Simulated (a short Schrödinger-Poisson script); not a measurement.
Structure: gated In0.52Al0.48As/In0.53Ga0.47As δ-doped gas in a quantum well, at 20 K.

| layer | material | thickness (nm) | Na (cm⁻³) |
|---|---|---|---|
| 1 | In0.52Al0.48As | 10 | - |
| 2 | In0.52Al0.48As | 2 | - |
| 3 | In0.53Ga0.47As | 6 | - |
| 4 | In0.52Al0.48As | 4000 | 2e14 |

Constants are typed, rounded textbook-type inputs, not results; the design itself was drawn at random and stands for no fabricated device. In0.52Al0.48As: permittivity 12.5, conduction-band edge (eV) 0.52, gap (eV) 1.45, electron mass (mₑ) 0.075, Nv at 300 K (cm⁻³) 1.1e19. In0.53Ga0.47As: permittivity 13.9, conduction-band edge (eV) 0, gap (eV) 0.74, Nv at 300 K (cm⁻³) 7.7e18.

Channel valleys (confinement mass, in-plane density-of-states mass, number): Γ 0.041, 0.041, 1. At the gate the conduction-band edge of layer 1 lies 0.65 eV − eVg above the Fermi level of the channel; the field vanishes at the back. Sheet of ionised δ-doping: +3.1e12 e/cm² at 10 nm from the gate. The barrier under the gate holds no holes. Gaps are held at their typed values at every temperature. Mesh 0.08 nm at interfaces.

Solved with a short Schrödinger-Poisson script written for these runs: 1D Poisson equation in equilibrium, electrons quantum, Hartree plus LDA exchange-correlation (BenDaniel-Duke, 40 states a valley, the channel's in-plane mass for all, wave functions free to enter the barrier), parabolic valleys, classical holes, full ionisation, no traps, pinning or gate leakage.

Q: List the lowest subbands of each valley and their electrons at Vg = 0.4 V.

A: 
| valley | subband | energy from the Fermi level (meV) | electrons (cm⁻²) | share (%) |
|---|---|---|---|---|
| Γ | 0 | -143.0 | 2.45e12 | 100.0 |
| Γ | 1 | 142.2 | < 1e6 | 0.0 |
| Γ | 2 | 236.1 | < 1e6 | 0.0 |

All electrons: 2.45e12 cm⁻².
